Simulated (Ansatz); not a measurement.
Structures of equal composition on the (111) surface of fcc Ir: a layer of Au in place of the second plane; a layer of Au in place of the third plane. The slabs share one bottom face, and each structure is named by its start. These are constructed structures in small cells; real faces may alloy, dewet or reconstruct in larger ones, and not all known structures of the face are among them. Slabs of about 11 Å, Fermi-Dirac smearing of 0.1 eV. Bottom of the slabs: a bare face, its two planes held. Relaxed from the named starts with such symmetry as they have, on meshes of like density; energies extrapolated to zero smearing; spin only where a row says so; no spin-orbit coupling, no U. Brackets mark spin-polarised runs, whose order is one that fits the cell.

Level of theory: PBE (plane waves to 420 eV, PAW; Ansatz, a first-principles code).

Question: Rank these by energy per 1x1 cell (lowest first), as PBE gives it.

Answer: a layer of Au in place of the third plane (0.000 eV), a layer of Au in place of the second plane (0.039 eV)
